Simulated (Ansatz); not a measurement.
## Effect of isotropic strain −3.45 % on LiNbO3

Take LiNbO3 (space group R3c, No. 161; a = 5.190 Å, c = 14.016 Å (hexagonal axes)) as the base.

It is then changed as follows: every lattice vector is shortened by 3.45 %, atoms relaxed at fixed cell.

Method: PBE/PAW in Ansatz (a quantum-chemistry and plane-wave program), no SOC. Γ-centred 8×8×8 mesh, Fermi–Dirac width 0.05 eV.

The volume per atom falls by 1.09 Å³, from 10.90 Å³ to 9.81 Å³ and the space group is still R3c (No. 161). The shortest interatomic distance decreases by 0.016 bohr to 3.545 bohr and the energy rises by 44 meV/atom. The pressure (mean of the normal stresses, compression positive) goes from zero to 14.18 GPa and the band gap goes up by 0.099 eV (3.54 eV → 3.63 eV) (an upper bound: an edge found on the path is not a true extremum; the changed cell). The largest internal atomic displacement comes out as 0.094 Å.

Whether these cells are dynamically stable was not tested.
